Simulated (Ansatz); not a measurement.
**Convergence series on AlGa3N4 (Pm, 8 atoms in the cell)**

```xyz
8
Lattice="5.0545 0.0000 0.0000 0.0000 3.1110 0.0000 -0.0036 0.0000 5.3866" Properties=species:S:1:pos:R:3 pbc="T T T"
Al     0.0001     1.5555     3.5945
Ga     2.5217     1.5555     1.8053
Ga     2.5198     0.0000     4.4780
Ga     5.0535     0.0000     0.8955
N      0.6015     1.5555     1.8384
N      0.5875     0.0000     4.4453
N      3.1345     0.0000     0.8950
N      3.1951     1.5555     3.5943
```

Method: PBE0, default PAW files made with PBE (plane waves; Ansatz, a program for electronic structure).

The starting cell comes from a database of computed structures (which also holds hypothetical and non-ambient phases and stackings), without a prior relaxation at this level. Its lattice was rescaled by a random factor within 2.5 % of one. In the base run, with a pressure of about 11 GPa the cell is away from its equilibrium volume at this level. Ansatz's pressure includes its estimate of the finite-basis (Pulay) stress.

Held fixed: basis.ecutwfc = 420 eV; hamiltonian.xc = pbe0; hamiltonian.pseudopotentials = {kind: paw} (the program's default PAW files); scf.occupations.method = fixed.

ΔF is the free energy per atom less that of the last row (5 7 4).

```
kpoints.mp_grid.grid  ΔF (meV/atom)  pressure (GPa)  largest force (eV/Å)  gap on the mesh (eV)  k-points
--------------------  -------------  --------------  --------------------  --------------------  --------
3 5 2                           2.8           10.81                 0.136                 4.838        12
3 4 3                           4.3           10.87                 0.121                 4.846        15
3 5 3                          1.34           10.85                 0.132                 4.832        15
4 6 4                          0.14           10.86                 0.135                 4.819        40
5 7 4                          0.00           10.86                 0.136                 4.815        44
```

Largest force within 0.005 eV/Å of the last row: from kpoints.mp_grid.grid = 3 5 3 on; the one before it is off by 0.015 eV/Å. The value it settles on is 0.136 eV/Å at this level of theory and with the other settings as held.

Pressure within 0.5 GPa of the last row: from kpoints.mp_grid.grid = 3 5 2 on, the coarsest one. The value it settles on is 10.9 GPa at this level of theory and with the other settings as held.

The gap is read on the k-point mesh of the run and can differ from the gap over the whole zone at this level.

Keys are those of Ansatz 0.2.
